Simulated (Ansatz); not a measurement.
## A constructed model of the (111) surface of fcc Au, a pseudomorphic layer of W in the host's stacking (bottom of the slab: a bare face, its two planes held)

Level of theory: PBE (plane waves to 420 eV, PAW; Ansatz, a program for electronic structure).

Slab: 7 atoms, 14.6 Å thick at the start; k 15x15x1, smearing 0.1 eV, dipole-corrected; 2 atoms held, the rest relaxed; held to the start's symmetry, so lower structures may exist; no spin, no spin-orbit, no U. It is one candidate, not shown to be the stable structure of the face.

| Property | Value |
|---|---|
| work function of the top face | 5.50 eV |
| energy released by relaxation | 0.28 eV |
| cost | around 4 core-minutes (rough) |
